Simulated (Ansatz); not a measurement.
**Effect of pressure 22.5 GPa on VBiO4**

Take VBiO4 (space group I4_1/a, No. 88; a = 5.1210 Å, c = 11.6231 Å) as the base.

It is then changed as follows: cell and atoms relaxed at a pressure of 22.5 GPa.

Method: DFT with r2SCAN, PAW potentials and a 500 eV plane-wave cutoff in Ansatz (a first-principles code), scalar-relativistic without spin-orbit coupling, earlier PAW set. k-mesh 7×7×7 (Γ-centred); smearing 0.05 eV (Fermi–Dirac).

The volume per atom decreases by 1.48 Å³ (12.70 Å³ → 11.22 Å³) and the density grows by 0.93 g/cm³, from 7.06 g/cm³ to 7.99 g/cm³. The lattice parameter a drops by 17.4 pm (512.1 pm → 494.7 pm) and the c/a ratio falls by 0.0453, from 2.270 to 2.224. The shortest interatomic distance decreases by 2.4 pm, from 172.3 pm to 169.9 pm and the enthalpy H = E + PV relative to the base's energy amounts to +1.67 eV/atom. The band gap shrinks by 0.585 eV (2.48 eV → 1.89 eV) (an upper bound: an edge found on the path is not a true extremum; the changed cell).

Final structure:

```yaml
crystal:
  lattice:
    - [-2.47373, 2.47373, 5.50244]
    - [2.47373, -2.47373, 5.50244]
    - [2.47373, 2.47373, -5.50244]
  atoms:
    - { symbol: Bi, position: [0.75000, 0.25000, 0.50000] }
    - { symbol: Bi, position: [0.00000, 0.00000, 0.00000] }
    - { symbol: V, position: [0.25000, 0.75000, 0.50000] }
    - { symbol: V, position: [0.50000, 0.50000, 0.00000] }
    - { symbol: O, position: [0.08636, 0.98353, 0.40318] }
    - { symbol: O, position: [0.58035, 0.68318, 0.59682] }
    - { symbol: O, position: [0.73353, 0.83035, 0.39717] }
    - { symbol: O, position: [0.43318, 0.33636, 0.60283] }
    - { symbol: O, position: [0.66364, 0.26647, 0.09682] }
    - { symbol: O, position: [0.16965, 0.56682, 0.90318] }
    - { symbol: O, position: [0.01647, 0.41965, 0.10283] }
    - { symbol: O, position: [0.31682, 0.91364, 0.89717] }
```

With Bi present, leaving out spin-orbit coupling can change the band edges. Load acts through the strain it causes; cell and atoms are relaxed under it. Stability against distortions was not tested. No other phases were tried under pressure. Seeded moments were not kept for the base. All final runs are without spin polarisation.
